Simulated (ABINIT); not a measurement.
**Pressure against volume in antifluorite Mg2Ge (space group 225) (ABINIT, PBEsol)**

```
Mg2Ge
1.0
    0.00000     3.10223     3.10223
    3.10223     0.00000     3.10223
    3.10223     3.10223     0.00000
Mg Ge
2 1
Direct
  0.25000   0.25000   0.25000
  0.75000   0.75000   0.75000
  0.00000   0.00000   0.00000
```

Method: PBEsol, norm-conserving pseudopotentials (PseudoDojo nc-sr-04 PBEsol standard) (plane waves; ABINIT). Settings: pseudos = [Mg.upf, Ge.upf]; ecut = 55 Ha; occopt = 3; tsmear = 0.01 eV; ngkpt = 9 9 9; nshiftk = 1; shiftk = 0 0 0; potentials = PseudoDojo nc-sr-04 PBEsol standard; nband = 23; kptopt = 1; nstep = 80; tolvrs = 1e-12. The cell above is the first row's. The rows scale it uniformly. In all rows fractional positions and the k mesh are held.

```csv
V (Å^3/atom),P (GPa)
19.904,?
20.336,3.28
20.769,1.95
21.202,0.75
21.634,-0.33
22.067,-1.30
22.500,-2.18
22.932,-2.97
23.365,-3.68
```

### Question
Fit P against V with a cubic, and predict the withheld value at V = 19.904.

### Answer
With u = V - 21.9, the rows have u = -1.5640, -1.1310, -0.6980, -0.2660, 0.1670, 0.6000, 1.0320, 1.4650. Least squares gives P = -0.939 - 2.2217·u + 0.2706·u² - 0.02152·u³. Residuals (row less fit): 0.000, -0.001, -0.001, -0.002, 0.003, -0.001, -0.003, 0.001; standard error 0.002 (degrees of freedom: 4). The fitted pressure is zero at V0 = 21.50, where dP/dV = -2.450, so B0 = -V0·dP/dV = 52.7 GPa. At the withheld row, u = -1.9960, so P = -0.939 - 2.2217 × (-1.9960) + 0.2706 × (-1.9960)² - 0.02152 × (-1.9960)³ = 4.745 GPa. The calculation gives 4.75 GPa, 0.005 GPa above the prediction (0.1 % of the range of P in the table). The row lies outside the fitted rows, so this is an extrapolation. From the scatter of the fitted rows alone, a prediction at this place has a standard error of 0.006 GPa, so the miss is 0.9 times that.

Carrying the step between the two nearest rows on in a straight line would have given 4.61, off by 0.14; series whose last step already gives the withheld value aren't shown. The scan was laid around a cell of about the measured size, scaled by a guess for this functional. The runs keep the symmetry of the cell, so they don't test it for distortions. Cutoffs and mesh are single choices, not tested for convergence of this quantity. Series with a scatter that would blur these digits, or in which a gap closes, are not shown.
